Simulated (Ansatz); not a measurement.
Ta on the Si site (Ta_Si) in metastable 2H silicon carbide (start: the Si site; 96-site cell, 2×2×2 shifted sampling). Level of theory: PBE, PAW (plane waves to 420 eV; Ansatz, an electronic-structure program). Total energies of the localised charge states, counted from that of charge +1, and their image corrections (point charge with alignment); the host's valence-band maximum lies at 9.434 eV on the cells' energy zero and its gap is 2.31 eV.

```csv
charge,moment (μB),E − E(first) (eV),correction (eV)
+1,not spin-polarised,0.000,0.396
0,1.0,11.669,0.000
```

Problem. Derive the transition levels above the valence-band maximum and say which of them are thermodynamic.

Solution. A level is the Fermi energy at which two charges have equal formation energy: ε(q/q′) = [E(q′) + corr(q′) − E(q) − corr(q)] / (q − q′) − E_VBM.
ε(+1/0) = [(11.669 + 0.000) − (0.000 + 0.396)] / 1 − 9.434 = 1.84 eV
Thermodynamic levels at least 0.1 eV inside the gap: (+1/0) at 1.84 eV. They hold to tenths of an eV in this cell. Only the charges listed were compared. Charge −1 has its level within 0.1 eV of a band edge or past it. Flagged in the runs: a host whose relaxation on this sampling wasn't shown to rest.
